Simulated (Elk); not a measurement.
Band structure of KAu₅ (P6/mmm, 6 atoms in the cell).

```xyz
6
Lattice="5.6388 0.0000 0.0000 -2.8194 4.8833 0.0000 0.0000 0.0000 4.4459" Properties=species:S:1:pos:R:3 pbc="T T T"
K      0.0000     0.0000     0.0000
Au     2.8194     1.6278     0.0000
Au     0.0000     3.2556     0.0000
Au     2.8194     0.0000     2.2230
Au     1.4097     2.4417     2.2230
Au    -1.4097     2.4417     2.2230
```

Method of the run: LDA (PW92), all-electron FP-LAPW, Elk's shipped species files, default APW+lo basis (Elk).

Settings: stype = 0; swidth = 0.00367493 Ha; ngridk = 6 6 6; rmtscf = 0.87; maxscl = 100.

The starting cell comes from a database of computed structures (which also holds hypothetical and non-ambient phases and stackings), without a prior relaxation at this level. Its lattice was rescaled by a random factor within 2.5 % of one. Spin-orbit coupling is off. Values depend on the basis (sphere radii, cutoffs, local orbitals), which need not be converged.

Levels in eV from the Fermi level, bands 79 to 86:
| point | 79 | 80 | 81 | 82 | 83 | 84 | 85 | 86 |
|---|---|---|---|---|---|---|---|---|
| Γ | -1.44 | -1.44 | -0.87 | 0.87 | 1.40 | 1.40 | 2.03 | 2.03 |
| M | -2.83 | -2.77 | -1.45 | 0.25 | 0.33 | 3.17 | 4.59 | 4.93 |
| K | -2.66 | -2.66 | -1.94 | -1.46 | 3.21 | 3.21 | 3.99 | 4.28 |
| A | -1.64 | -1.58 | -1.58 | -0.24 | 1.30 | 1.30 | 2.30 | 2.30 |
| L | -2.47 | -1.90 | -1.71 | -1.61 | -0.58 | 1.81 | 2.20 | 2.45 |
| H | -2.73 | -2.09 | -2.09 | -0.95 | -0.95 | 1.00 | 1.04 | 5.80 |

Bands cross the Fermi level along this path, so the cell is metallic at this level.
